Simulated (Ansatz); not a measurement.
# SiC: energy against volume

SiC (zinc blende, F-43m, 10.141 Å³/atom and stress up to 0.01 GPa in the relaxed cell, cube axes along x, y and z) under hydrostatic pressure, with the cell free. LDA in Ansatz, a plane-wave DFT program (PAW, default set), 420 eV, 13×13×13 Γ-centred mesh, Fermi-Dirac smearing 0.05 eV; ions are relaxed, or left where forces stay under 0.02 eV/Å, within the symmetry of each cell.

Here V stands for volume and E for E less E0.

```csv
volume (Å³/atom),E less E0 (meV/atom),pressure (GPa)
10.2309,0.56,-2.00
10.1853,0.14,-1.00
10.1407,0.00,0.00
10.1018,0.09,0.89
10.0506,0.59,2.08
9.9508,2.63,4.50
9.7768,9.92,9.00
9.5653,25.70,15.00
9.3281,?,?
```

Fit E of the 8 rows that show it with the third-order Birch-Murnaghan form, a cubic in V^(-2/3). With u = V^(-2/3) - 0.2155, the rows have u = -0.0033104, -0.0026775, -0.0020540, -0.0015064, -0.0007802, 0.0006530, 0.0032101, 0.0064223. Least squares gives E = 1.513 + 1472.5·u + 357659·u² - 83087·u³. Residuals (row less fit): -0.001, 0.004, 0.002, -0.017, 0.008, 0.003, -0.003, 0.000; standard error 0.010 (degrees of freedom: 4). Its minimum lies at u = -0.0020571, so V0 = (0.2134429)^(-3/2) = 10.14. There d²E/du² = 716300 and d³E/du³ = -498500, so B0 = (4/9) × 10.14^(-7/3) × 716300 × 0.160218 = 229 GPa (the last factor turns the table's units into GPa), and B0' = 4 + (2/3) × 0.2134429 × (-498500)/716300 = 3.9. B0' rests on the cubic coefficient alone and has a standard error of 0.2 from these residuals.

### Question
What does the fit predict for E at V = 9.3281, and how far is the calculated value from it?

### Answer
u = 0.0101686, so E = 1.513 + 1472.5 × 0.0101686 + 357659 × 0.0101686² - 83087 × 0.0101686³ = 53.381 meV/atom. The calculation gives 53.34 meV/atom, 0.041 meV/atom below the prediction (0.1 % of the range of E in the table). The row lies outside the fitted rows, so this is an extrapolation. From the scatter of the fitted rows alone, a prediction at this place has a standard error of 0.084 meV/atom, so the miss is 0.5 times that.

Other structures, which can take over under pressure, weren't tried. The same form fitted to the pressure column gives B0' = 3.8; series where the two differ by over 0.4 aren't shown. Rows are the converged runs of the series near zero and its far end, less any whose ions stayed unrelaxed beside relaxed ones; series whose fitted rows scatter by over a few per cent of the range, as at a crossing or softening among them, aren't shown in this form.
